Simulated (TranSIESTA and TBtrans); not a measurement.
# Si chain with one C atom inserted

System: Si chain with one C atom inserted. Leads: straight Si chain, spacing 2.25 Å. Geometry: 3 atoms about the centre moved by SIESTA (PBE, DZP) to a largest force of 0.01 eV/Å, all others as built, motion along the axis alone.

TranSIESTA and TBtrans, PBE, DZP numerical orbitals (energy shift 0.15 eV), PseudoDojo norm-conserving scalar-relativistic potentials, mesh cutoff 200 Ry, 300 K, no spin polarisation, no spin-orbit coupling; self-consistent non-equilibrium Green functions.

Conductance at 300 K (G0 = 2e²/h): 2.14
Mean T from −0.5 to 0.5 eV: 2.09

Energies count from the leads' Fermi level. Transmissions are for one spin of a degenerate pair. The energy step is 0.01 eV; narrower resonances are cut or missed.

| E (eV) | T | lead channels |
|---|---|---|
| -1.95 | 0 | 0 |
| -1.80 | 0 | 0 |
| -1.65 | 0 | 0 |
| -1.50 | 0 | 0 |
| -1.35 | 0 | 0 |
| -1.20 | 0.39 | band edge |
| -1.05 | 0.83 | 3 |
| -0.90 | 1.18 | 3 |
| -0.75 | 1.46 | 3 |
| -0.60 | 1.69 | 3 |
| -0.45 | 1.87 | 3 |
| -0.30 | 2.01 | 3 |
| -0.15 | 2.09 | 3 |
| 0.00 | 2.14 | 3 |
| 0.15 | 2.16 | 3 |
| 0.30 | 2.16 | 3 |
| 0.45 | 2.15 | 3 |
| 0.60 | 2.15 | 3 |
| 0.75 | 2.14 | 3 |
| 0.90 | 2.14 | 3 |
| 1.05 | 2.15 | 3 |
| 1.20 | 2.16 | 3 |
| 1.35 | 2.17 | 3 |
| 1.50 | 2.18 | 3 |
| 1.65 | 2.20 | 3 |
| 1.80 | 2.21 | 3 |
| 1.95 | 2.22 | 3 |

The straight chain is held at its spacing; free chains may zigzag or dimerise. No spin-polarised start was tried, so a magnetic state, if there is one, is missed.
